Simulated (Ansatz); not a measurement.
Input:

End structure of a constructed model of the (110) surface of bcc Nb, a layer of Ti in place of the second plane (bottom of the slab: a bare face, its two planes held):

```yaml
crystal:
  lattice:
    - [2.86732, 0.00000, 0.00000]
    - [-0.95577, 2.70334, 0.00000]
    - [0.00000, 0.00000, 28.00000]
  atoms:
    - { symbol: Nb, position: [0.50000, 0.50000, 0.29183] }
    - { symbol: Nb, position: [0.00000, 0.00000, 0.37544] }
    - { symbol: Nb, position: [0.50000, 0.50000, 0.45929] }
    - { symbol: Nb, position: [0.00000, 0.00000, 0.54231] }
    - { symbol: Ti, position: [0.50000, 0.50000, 0.62550] }
    - { symbol: Nb, position: [0.00000, 0.00000, 0.70311] }
```

Slab: 6 atoms, 11.7 Å thick at the start; k 14x14x1, smearing 0.1 eV, dipole-corrected; 2 atoms held, the rest relaxed; start symmetry kept, larger cells not searched; no spin, no spin-orbit, no U. It is one candidate, not shown to be the stable structure of the face.

Q: What work function of the top face does PBE (Ansatz, a program for electronic structure) give?

A: 4.67 eV
